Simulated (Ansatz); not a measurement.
Ansatz (an electronic-structure program) run on the (001) slab of Mg(AlGe)2 (cut from a parent of space group no. 164; 5 atoms in the cell): self-consistent single point.

Method of the run: PBEsol, default PAW files made with PBE (plane waves; Ansatz).

```yaml
crystal:
  lattice:
    - [4.10584, 0.00000, 0.00000]
    - [-2.05292, 3.55576, 0.00000]
    - [0.00000, 0.00000, 18.98041]
  atoms:
    - { symbol: Mg, position: [0.00000, 0.00000, 0.50000] }
    - { symbol: Al, position: [0.66667, 0.33333, 0.63120] }
    - { symbol: Al, position: [0.33333, 0.66667, 0.36880] }
    - { symbol: Ge, position: [0.66667, 0.33333, 0.41325] }
    - { symbol: Ge, position: [0.33333, 0.66667, 0.58675] }
```

Reference input (self-consistent single point, DFT, PBEsol, plane waves, default PAW files made with PBE): basis.ecutwfc = 420 eV; kpoints.mp_grid.grid = 9 9 1; hamiltonian.xc = pbesol; hamiltonian.pseudopotentials = {kind: paw} (the program's default PAW files); scf.occupations.method = fermi_dirac; scf.occupations.width = 0.1 eV. This run's input differs from it in these lines:

Ansatz 0.2 input:
```diff
@@ -14,3 +14,3 @@
 kpoints:
-  mp_grid: { grid: [9, 9, 1] }
+  mp_grid: { grid: [13, 13, 1] }
 hamiltonian:
```

Output, abridged:

```
SCF iter   1: F=—  HF=-11466.781180 eV  |F-HF|=—  |Δ(HF+E_count)|=         —  Δρ=3.03e-3  dr2=4.99e-2  ethr=1.77e-3  ⟨swp⟩=7.3  Hψ=2778  notcnv=0
all-band conjugate gradients solve this SCF's bands
preconditioner: auto → LDOS
SCF iter   2: F=—  HF=-11466.776358 eV  |F-HF|=—  |Δ(HF+E_count)|=   4.82e-3  Δρ=1.02e-3  dr2=1.15e-2  ethr=1.13e-4  ⟨swp⟩=3.0  Hψ=1340  notcnv=0
SCF iter   3: F=—  HF=-11466.774499 eV  |F-HF|=—  |Δ(HF+E_count)|=   1.86e-3  Δρ=4.71e-4  dr2=1.55e-3  ethr=2.62e-5  ⟨swp⟩=2.0  Hψ=962  notcnv=0
SCF iter   4: F=—  HF=-11466.774056 eV  |F-HF|=—  |Δ(HF+E_count)|=   4.43e-4  Δρ=1.10e-4  dr2=1.36e-4  ethr=3.51e-6  ⟨swp⟩=2.0  Hψ=954  notcnv=0
SCF iter   5: F=—  HF=-11466.774038 eV  |F-HF|=—  |Δ(HF+E_count)|=   1.82e-5  Δρ=2.46e-5  dr2=1.46e-6  ethr=3.09e-7  ⟨swp⟩=2.7  Hψ=928  notcnv=0
SCF iter   6: F=—  HF=-11466.774102 eV  |F-HF|=—  |Δ(HF+E_count)|=   6.47e-5  Δρ=6.72e-6  dr2=3.02e-7  ethr=3.31e-9  ⟨swp⟩=2.0  Hψ=1036  notcnv=0
SCF iter   7: F=-11466.774103 eV  HF=-11466.774103 eV  |F-HF|=1.62e-8  |Δ(HF+E_count)|=   1.29e-7  Δρ=1.26e-6  dr2=5.30e-9  ethr=2.27e-10  ⟨swp⟩=7.4  Hψ=2527  notcnv=0
SCF 1 converged in 7 iterations: F = -11466.774103 eV  dr2 = 5.30e-9
Free energy (F): -11466.774103 eV
Internal energy: -11466.722854 eV  (E = F + TS)
E sigma→0 (E₀):  -11466.748478 eV
Entropy (-TS):   -0.051249 eV (-10.250 meV/atom)
Fermi energy:    0.090356 eV
--- Forces (eV/Å), atoms counted from 1 ---
  atom   1  Mg     0.00000000     0.00000000     0.00000000
  atom   2  Al    -0.00000000     0.00000000    -0.66128624
  atom   3  Al     0.00000000    -0.00000000     0.66128624
  atom   4  Ge    -0.00000000     0.00000000    -0.56632929
  atom   5  Ge     0.00000000    -0.00000000     0.56632929
--- Stress (GPa, compression-positive) ---
       -0.971329      -0.000000      -0.000000
       -0.000000      -0.971329      -0.000000
       -0.000000      -0.000000      -0.825915
  P = ⅓ Tr σ = -0.9229 GPa (-9.229 kbar)
  The stress holds the Pulay correction. Without it, at fixed plane waves, as pw.x and ABINIT print it: P = -0.9316 GPa
```

The run converged in 7 iterations. Against the reference run the free energy rises by 2.0 meV/atom and the largest force goes from 0.672 to 0.661 eV/Å.

The starting cell comes from a database of computed structures (which also holds hypothetical and non-ambient phases and stackings), without a prior relaxation at this level. The slab is cut from that crystal, and its faces are unrelaxed. Its lattice was rescaled by up to half a per cent. Spin polarisation is off, though cut faces can carry moments; the slab shows no gap.
